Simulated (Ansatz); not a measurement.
The reference is ZnS in the wurtzite structure (space group P6_3mc, No. 186).

```
CELL_PARAMETERS angstrom
      3.84528     0.00000     0.00000
     -1.92264     3.33011     0.00000
      0.00000     0.00000     6.30521
ATOMIC_POSITIONS crystal
  Zn 0.33333 0.66667 0.00023
  Zn 0.66667 0.33333 0.50023
  S  0.33333 0.66667 0.37477
  S  0.66667 0.33333 0.87477
```

Cartesian axes are those of the cell as printed.

Method: PBE, PAW, 420 eV (Ansatz, a quantum-chemistry and plane-wave program; without spin-orbit coupling).

Strains are applied to the cell and any free atomic positions relax.

One change was made to it. Results:

The band gap shrinks by 0.174 eV (2.08 eV → 1.90 eV); the valence-band top at Γ (three highest levels, from the VBM) changes from 0.00, 0.00, -0.07 eV to 0.00, 0.00, -0.18 eV; the energy increases by 4.7 meV/atom; the pressure (mean of the normal stresses, compression positive) goes from zero to -1.59 GPa.

Problem. What was done to the base?
A. uniaxial strain ε_zz = +1.80 %
B. uniaxial strain ε_zz = +2.40 %
C. uniaxial strain ε_zz = +3.00 %
D. uniaxial strain ε_zz = +0.60 %

Solution. B, uniaxial strain ε_zz = +2.40 %. For comparison, the band gap in the other runs: uniaxial strain ε_zz = +1.80 % gives 1.95 eV; uniaxial strain ε_zz = +0.60 % gives 2.04 eV; uniaxial strain ε_zz = +3.00 % gives 1.86 eV.

No phonon test of stability was made.
